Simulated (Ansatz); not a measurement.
Consider this model of amorphous Hf18O37Mg.

```yaml
crystal:
  lattice:
    - [9.34707, 0.03972, -0.28099]
    - [0.03972, 9.23272, -0.51061]
    - [-0.28099, -0.51061, 8.57755]
  atoms:
    - { symbol: Hf, position: [0.92066, 0.98882, 0.82210] }
    - { symbol: Hf, position: [0.86227, 0.08460, 0.19041] }
    - { symbol: Hf, position: [0.60368, 0.49647, 0.09501] }
    - { symbol: Hf, position: [0.31024, 0.08965, 0.50972] }
    - { symbol: Hf, position: [0.41791, 0.27976, 0.86402] }
    - { symbol: Hf, position: [0.92438, 0.68201, 0.13026] }
    - { symbol: Hf, position: [0.40298, 0.41540, 0.42814] }
    - { symbol: Hf, position: [0.66283, 0.20117, 0.58890] }
    - { symbol: Hf, position: [0.23252, 0.92794, 0.06136] }
    - { symbol: Hf, position: [0.45499, 0.87856, 0.79140] }
    - { symbol: Hf, position: [0.07563, 0.32140, 0.68070] }
    - { symbol: Hf, position: [0.70753, 0.54116, 0.72515] }
    - { symbol: Hf, position: [0.39579, 0.76297, 0.36227] }
    - { symbol: Hf, position: [0.22561, 0.59377, 0.94799] }
    - { symbol: Hf, position: [0.84495, 0.41171, 0.39985] }
    - { symbol: Hf, position: [0.11716, 0.28507, 0.08695] }
    - { symbol: Hf, position: [0.09867, 0.65897, 0.56511] }
    - { symbol: Hf, position: [0.80757, 0.81708, 0.47121] }
    - { symbol: O, position: [0.08599, 0.55350, 0.75680] }
    - { symbol: O, position: [0.01117, 0.18214, 0.85223] }
    - { symbol: O, position: [0.77534, 0.02892, 0.97932] }
    - { symbol: O, position: [0.76662, 0.19266, 0.37878] }
    - { symbol: O, position: [0.55026, 0.28807, 0.07841] }
    - { symbol: O, position: [0.76174, 0.58857, 0.96231] }
    - { symbol: O, position: [0.43512, 0.52155, 0.93728] }
    - { symbol: O, position: [0.27121, 0.73253, 0.15078] }
    - { symbol: O, position: [0.61300, 0.34618, 0.78319] }
    - { symbol: O, position: [0.77065, 0.56635, 0.25640] }
    - { symbol: O, position: [0.00574, 0.71012, 0.36045] }
    - { symbol: O, position: [0.48981, 0.18821, 0.42219] }
    - { symbol: O, position: [0.31908, 0.32230, 0.62703] }
    - { symbol: O, position: [0.47454, 0.55606, 0.26976] }
    - { symbol: O, position: [0.46809, 0.93268, 0.02101] }
    - { symbol: O, position: [0.47642, 0.09323, 0.71398] }
    - { symbol: O, position: [0.85173, 0.34361, 0.64346] }
    - { symbol: O, position: [0.58881, 0.72096, 0.73314] }
    - { symbol: O, position: [0.27658, 0.31107, 0.25721] }
    - { symbol: O, position: [0.30363, 0.60974, 0.49487] }
    - { symbol: O, position: [0.06943, 0.52070, 0.08529] }
    - { symbol: O, position: [0.59481, 0.82014, 0.41684] }
    - { symbol: O, position: [0.99144, 0.84533, 0.64703] }
    - { symbol: O, position: [0.83287, 0.88402, 0.25661] }
    - { symbol: O, position: [0.32209, 0.88324, 0.56844] }
    - { symbol: O, position: [0.07145, 0.07284, 0.14474] }
    - { symbol: O, position: [0.05146, 0.43716, 0.47579] }
    - { symbol: O, position: [0.83485, 0.61864, 0.56797] }
    - { symbol: O, position: [0.10840, 0.13730, 0.53961] }
    - { symbol: O, position: [0.32702, 0.98113, 0.28987] }
    - { symbol: O, position: [0.02011, 0.81883, 0.98786] }
    - { symbol: O, position: [0.21419, 0.36397, 0.89655] }
    - { symbol: O, position: [0.91796, 0.30484, 0.18758] }
    - { symbol: O, position: [0.77078, 0.01066, 0.63497] }
    - { symbol: O, position: [0.29327, 0.13257, 0.98886] }
    - { symbol: O, position: [0.26904, 0.78683, 0.84492] }
    - { symbol: O, position: [0.61983, 0.42940, 0.50546] }
    - { symbol: Mg, position: [0.45859, 0.12655, 0.17908] }
```

Methods: PBE, scalar-relativistic without spin-orbit coupling (Ansatz, a quantum-chemistry and plane-wave program); r2SCAN, scalar-relativistic without spin-orbit coupling (Ansatz); HSE06, scalar-relativistic without spin-orbit coupling (Ansatz). Neutral PBE cell, which sets geometry, pressure and energy: sampling: a 2×2×2 Γ-centred mesh; Fermi-Dirac width 0.02 eV; no spin polarisation. Exact exchange is cut at the faces of this 9 Å cell, which leaves hybrid gaps a finite-size error.

The cell was made by melting and quenching with the CHGNet potential and then relaxed with DFT. O atoms were pushed apart under 1.9 Å during the dynamics, to hinder bonds among them. The hot cell started wider than the set density and was brought back towards it in steps. It is the lowest in DFT energy of 2 quenches. It is a model cell: composition and starting density were chosen by hand, and all elements were melted together. No dispersion term was used. Its density started from a set value of 8.82 and ended at 8.63 g/cm³. The simulated quench (nominally 450 K/ps over its main leg) is rapid and tends to freeze in more defects than a deposited or slowly cooled glass has. Values belong to this one cell and scatter from quench to quench. Volume and shape were free in the relaxation.

Give the pressure, the energy against reference phases and the spacing of the highest filled and lowest empty levels.


Pressure on a 2×2×2 Γ-centred mesh: 0.07 GPa
Largest force and stress component on that mesh (the relaxation ran on the zone centre alone): 0.09 eV/Å and 0.1 GPa
Energy relative to HfO2 (P2_1/c) + rock-salt MgO (lowest mix at this level among the phases computed, not always the ambient ones): 178 meV/atom
Level gap on a 2×2×2 Γ-centred mesh (PBE): 3.75 eV
Level gap at the zone centre (PBE): 3.81 eV
Level gap at the zone centre (r2SCAN): 4.26 eV
Level gap at the zone centre (HSE06): 5.33 eV
Distance between the nearest levels spread over more than a fifth of the atoms or a third of the atoms of their main element (six at least) (PBE, zone centre): 4.11 eV

At PBE and the zone centre, how localised are the states just below and above the Fermi level (participation number: the atoms over which a state spreads)?

The highest filled state is spread over 3.6 atoms' worth, largest on O33, with weights by element (charge in smoothed Voronoi cells) O 0.94, Hf 0.06, Mg 0.00. The lowest empty state is spread over 27.7 atoms' worth, largest on Hf9, with weights by element (charge in smoothed Voronoi cells) O 0.50, Hf 0.50, Mg 0.01.

At PBE the levels at the filled edge of the gap are localised (band-tail or defect states), and the nearest spread-out levels lie 4.1 eV apart at the zone centre.

Bonds are counted up to Hf-Hf 3.34 Å, Hf-O 2.58 Å, Hf-Mg 3.27 Å, O-O 1.58 Å, O-Mg 2.48 Å, Mg-Mg 3.19 Å. Two cations that share two anions don't count as bonded, nor two that share one unless they lie closer than Hf-Hf 3.25 Å, Hf-Mg 3.18 Å, Mg-Mg 3.10 Å.

Added carriers, by PBE, scalar-relativistic without spin-orbit coupling (Ansatz) on the zone centre alone. Charged cells keep the cell fixed and stand in a uniform background, with no image correction, at a width of 0.01 eV; where the count is odd the moment is locked at 1 μB, unless the neutral cell bore moments. Each starts from the undistorted neutral geometry alone. PBE's self-interaction favours spread-out carriers, so it can miss traps that a hybrid finds.

What happens at PBE when the cell takes an extra electron and the atoms relax?

Relaxation lowers the charged cell by 0.42 eV. The largest moves are Hf1 0.29 Å, O44 0.21 Å, O20 0.16 Å, O54 0.15 Å. The level that holds the added charge spreads over 6.9 atoms' worth, most on Hf1 (weight 0.28): a partly localised carrier. No bond crosses its cut-off with a change of over 0.15 Å (metal-metal contacts aside). Made neutral again at that geometry, the cell lies +0.67 eV from the neutral start.

What happens at PBE when the cell takes a hole and the atoms relax?

Relaxation lowers the charged cell by 0.55 eV. The largest moves are O53 0.36 Å, O33 0.17 Å, Hf16 0.13 Å, Mg56 0.13 Å. The level that was emptied spreads over 2.7 atoms' worth, most on O33 (weight 0.48): a localised (trapped) carrier, which neighbours of that atom can share. Bonds broken: Hf16-O53. Made neutral again at that geometry, the cell lies +1.20 eV from the neutral start.
